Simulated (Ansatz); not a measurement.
Consider NaI in the zinc blende structure (space group F-43m, No. 216; a hypothetical phase, not in the database extracts checked).

```xyz
2
Lattice="0.0000 3.5440 3.5440 3.5440 0.0000 3.5440 3.5440 3.5440 0.0000" Properties=species:S:1:pos:R:3 pbc="T T T"
I      5.3160     5.3160     5.3160
Na     0.0000     0.0000     0.0000
```

Cartesian axes are those of the cell as printed.

Method: r2SCAN (Ansatz, a program for electronic structure, PAW, no spin-orbit coupling).

Perturbation: an isotropic linear strain of −2.22 %, atoms relaxed at fixed cell.

**Question.** Predict the stress tensor and what it implies for the stiffness.

**Answer.** Stress of the strained cell less that of the base (GPa, compression positive):
```
   0.92    0.00    0.00
   0.00    0.92    0.00
   0.00    0.00    0.92
```

Then B = −ΔP/(ΔV/V₀) with ΔV/V₀ = -0.0651 gives secant stiffness values (nonlinear terms included at this strain): B ≈ 14 GPa.

As a check, the harmonic strain energy −½ V₀ Δσ:ε is 8.5 meV/atom; the computed energy rise is 7.8 meV/atom.

No phonon test of stability was made.
